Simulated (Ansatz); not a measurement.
Start from Re in the hcp (Mg type) structure (space group P6_3/mmc, No. 194; a = 2.7508 Å, c = 4.4414 Å).

One thing is altered: a hydrostatic pressure of 7 GPa.

Levels (all Ansatz, a quantum-chemistry and plane-wave program, PAW): PBEsol (420 eV, no spin-orbit coupling); PBEsol+SOC (420 eV, spin-orbit coupling included).

The geometry is relaxed with PBEsol.

```
Property          Result
---------------  -------
PBEsol pressure  7.0 GPa
```

Question: How does going to PBEsol+SOC change the pressure?

Answer: The pressure grows by 0.5 GPa (7.0 GPa → 7.5 GPa).

Single points use the geometry relaxed with PBEsol. Differences between runs with and without spin-orbit coupling are approximate. Load acts through the strain it causes; cell and atoms are relaxed under it. Whether these cells are dynamically stable was not tested. No other phases were tried under pressure. The runs without spin-orbit coupling are not spin-polarised.
